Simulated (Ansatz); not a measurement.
A zone-centre phonon calculation of TaC (Fm-3m, 2 atoms in the cell) with Ansatz (a first-principles code).

Computed with PBEsol, default PAW files made with PBE (plane waves; Ansatz).

```xyz
2
Lattice="0.0000 2.2189 2.2189 2.2189 0.0000 2.2189 2.2189 2.2189 0.0000" Properties=species:S:1:pos:R:3 pbc="T T T"
Ta     0.0000     0.0000     0.0000
C      2.2189     2.2189     2.2189
```

Reference input (self-consistent single point, DFT, PBEsol, plane waves, default PAW files made with PBE): basis.ecutwfc = 420 eV; kpoints.mp_grid.grid = 13 13 13; hamiltonian.xc = pbesol; hamiltonian.pseudopotentials = {kind: paw} (the program's default PAW files); scf.occupations.method = gaussian; scf.occupations.width = 0.1 eV. This run's input differs from it in these lines:

Ansatz 0.2 input:
```diff
@@ -10,3 +10,3 @@
 basis:
-  ecutwfc: 420.0
+  ecutwfc: 505.0
 kpoints:
@@ -18,6 +18,4 @@
   occupations: { method: gaussian, width: 0.1 }
-output:
-  forces: true
-  eigenvalues: true
-  stress: true
+phonons:
+  method: dfpt
```

Log, with long lists cut:

```
SCF iter   1: F=—  HF=-10054.557644 eV  |F-HF|=—  |Δ(HF+E_count)|=         —  Δρ=8.53e-3  dr2=1.88e-2  ethr=1.77e-3  ⟨swp⟩=5.4  Hψ=13440  notcnv=0
all-band conjugate gradients solve this SCF's bands
preconditioner: auto → none
SCF iter   2: F=—  HF=-10054.555057 eV  |F-HF|=—  |Δ(HF+E_count)|=   2.59e-3  Δρ=5.54e-3  dr2=8.43e-3  ethr=1.11e-4  ⟨swp⟩=1.0  Hψ=4116  notcnv=0
   [... lines left out ...]
SCF iter   5: F=—  HF=-10054.553059 eV  |F-HF|=—  |Δ(HF+E_count)|=   1.54e-6  Δρ=1.74e-5  dr2=5.23e-8  ethr=1.25e-8  ⟨swp⟩=2.1  Hψ=3317  notcnv=0
SCF iter   6: F=—  HF=-10054.553059 eV  |F-HF|=—  |Δ(HF+E_count)|=   1.29e-8  Δρ=2.80e-6  dr2=5.84e-10  ethr=3.07e-10  ⟨swp⟩=2.1  Hψ=3418  notcnv=0
SCF iter   7: F=—  HF=-10054.553059 eV  |F-HF|=—  |Δ(HF+E_count)|=  1.42e-10  Δρ=3.74e-7  dr2=1.43e-11  ethr=3.44e-12  ⟨swp⟩=2.8  Hψ=4193  notcnv=0
SCF iter   8: F=-10054.553059 eV  HF=-10054.553059 eV  |F-HF|=7.28e-12  |Δ(HF+E_count)|=  3.64e-12  Δρ=1.77e-8  dr2=4.48e-14  ethr=1.00e-12  ⟨swp⟩=6.2  Hψ=10134  notcnv=0
SCF 1 converged in 8 iterations: F = -10054.553059 eV  dr2 = 4.48e-14
DFPT response loops at Γ: preconditioner auto → Kerker (q_TF=auto, 2.617 Å⁻¹) (partly filled bands, converged f_vac=0.000) …
Free energy (F): -10054.553059 eV
Internal energy: -10054.550738 eV  (E = F + TS)
E sigma→0 (E₀):  -10054.551899 eV
Entropy (-TS):   -0.002321 eV (-1.160 meV/atom)
Fermi energy:    20.113891 eV
--- Phonons (Γ-DFPT): 2 representative perturbations + reference, on 196 of 2197 k-points (Σ response iterations 6) ---
  k mesh reduced under 8 symmetry operations, with k and −k counted as one. Each operation leaves every solved perturbation unchanged …
  ASR residual: 1.387e-5 → 0.000e0 eV/Å²; symmetrization residual: 8.095e-7 eV/Å²
  ASR residual per site (eV/Å²): 9.95e-6 1.39e-5
  Γ frequencies (cm⁻¹): 0.00 0.00 0.00 566.99 566.99 566.99
  non-analytic LO–TO correction: not included (Born effective charges unavailable; polar crystals: no LO–TO splitting at Γ)
```

The run converged in 8 iterations. 

Summary of the result:
- Free energy E − TS (on the zero of these files) = -10054.5531 eV
- Fermi level (on the code's own zero) = 20.11 eV
- Zone-centre frequencies (cm⁻¹; negative means imaginary) = 0, 0, 0, 567, 567, 567

The starting cell has typed, rounded lattice constants, without a prior relaxation at this level. Its lattice was rescaled by up to half a per cent. Spin polarisation is off.
